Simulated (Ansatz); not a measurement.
**MgSe in the wurtzite structure (space group P6_3mc, No. 186; a cell from a computed database, its experimental status unchecked)**

```cif
data_Mg2Se2
_chemical_formula_sum 'Mg2 Se2'
_space_group_name_H-M_alt 'P 1'
_space_group_IT_number 1
_cell_length_a 4.22280
_cell_length_b 4.22280
_cell_length_c 6.81534
_cell_angle_alpha 90.000
_cell_angle_beta 90.000
_cell_angle_gamma 120.000
loop_
_space_group_symop_operation_xyz
  'x, y, z'
loop_
_atom_site_label
_atom_site_type_symbol
_atom_site_fract_x
_atom_site_fract_y
_atom_site_fract_z
_atom_site_occupancy
Mg1 Mg 0.66667 0.33333 0.49818 1
Mg2 Mg 0.33333 0.66667 0.99818 1
Se1 Se 0.66667 0.33333 0.87682 1
Se2 Se 0.33333 0.66667 0.37682 1
```

Computed with DFT with r2SCAN, PAW potentials and a 500 eV plane-wave cutoff in Ansatz (an electronic-structure program), spin-orbit coupling left out, earlier PAW set. Settings: 9×9×5 k-points, 0.05 eV Fermi–Dirac smearing.

```json
{
 "volume_per_atom": "26.31 Å³",
 "density": "3.26 g/cm³",
 "band_gap": "3.35 eV, direct at Γ",
 "electron_mass": "0.21 mₑ along c, 0.22 mₑ across",
 "total_energy": "-3703.744 eV/atom (σ→0; compares only within this code and set-up)"
}
```

Effective masses come from finite differences of ±0.01 Å⁻¹. No phonon test of stability was made. This is not the structure that MgSe has at room temperature and ambient pressure.
